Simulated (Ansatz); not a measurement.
The starting structures come from a database of crystals and need not be the phases stable at ambient conditions.

 Where the default PAW files enter, the runs use the earlier of Ansatz's two default sets.

Data:

```yaml
crystal:
  lattice:
    - [5.34422, 0.00000, 0.00000]
    - [-1.49775, 6.39086, 0.00000]
    - [1.49775, -0.29823, 6.38390]
  atoms:
    - { symbol: Na, position: [0.25000, 0.70091, 0.70091] }
    - { symbol: Na, position: [0.75000, 0.29909, 0.29909] }
    - { symbol: Ga, position: [0.25000, 0.09996, 0.09996] }
    - { symbol: Ga, position: [0.75000, 0.90004, 0.90004] }
    - { symbol: Si, position: [0.76922, 0.80010, 0.38132] }
    - { symbol: Si, position: [0.23078, 0.19990, 0.61868] }
    - { symbol: Si, position: [0.73078, 0.38132, 0.80010] }
    - { symbol: Si, position: [0.26922, 0.61868, 0.19990] }
    - { symbol: O, position: [0.50773, 0.35994, 0.65710] }
    - { symbol: O, position: [0.49227, 0.64006, 0.34290] }
    - { symbol: O, position: [0.99227, 0.65710, 0.35994] }
    - { symbol: O, position: [0.00773, 0.34290, 0.64006] }
    - { symbol: O, position: [0.80157, 0.61648, 0.89828] }
    - { symbol: O, position: [0.19843, 0.38352, 0.10172] }
    - { symbol: O, position: [0.69843, 0.89828, 0.61648] }
    - { symbol: O, position: [0.30157, 0.10172, 0.38352] }
    - { symbol: O, position: [0.13288, 0.03361, 0.80961] }
    - { symbol: O, position: [0.86712, 0.96639, 0.19039] }
    - { symbol: O, position: [0.36712, 0.80961, 0.03361] }
    - { symbol: O, position: [0.63288, 0.19039, 0.96639] }
```

Space group of this cell: C2/c. The cell is taken as given; by r2SCAN its mean pressure is -6.8 GPa.

Transport runs along the normal of the first two printed cell vectors.

The gap is the functional's own, uncorrected, and κ follows it; spin-orbit coupling is left out. Mid-gap values are interpolated between the computed energies.

### Question
Compute, with r2SCAN in Ansatz (a quantum-chemistry and plane-wave program), the band gap and the smallest decay constant κ at mid-gap.

### Answer
Gap 4.92 eV on a 6×6×6 mesh; κ = 0.395 1/Å, at the zone centre.
